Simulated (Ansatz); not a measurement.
Where the default PAW files enter, the runs use the earlier of Ansatz's two default sets.

The decay constant κ of evanescent states in the gap governs leakage through a thin film.

```
CsCl
1.0
    4.14370     0.00000     0.00000
    0.00000     4.14370     0.00000
    0.00000     0.00000     4.14370
Cs Cl
1 1
Direct
  0.00000   0.00000   0.00000
  0.50000   0.50000   0.50000
```

Space group of this cell: Pm-3m, CsCl type. The cell is taken as given.

Transport runs along the normal of the first two printed cell vectors, the (001) plane of the conventional cell.

The gap is the functional's own, uncorrected, and κ follows it; spin-orbit coupling is left out. Mid-gap values are interpolated between the computed energies.

Compute, with Ansatz (a program for electronic structure) with r2SCAN, the band gap and the smallest decay constant κ at mid-gap.

Gap 5.92 eV on a 8×8×8 mesh; κ = 0.402 1/Å, at the zone centre.
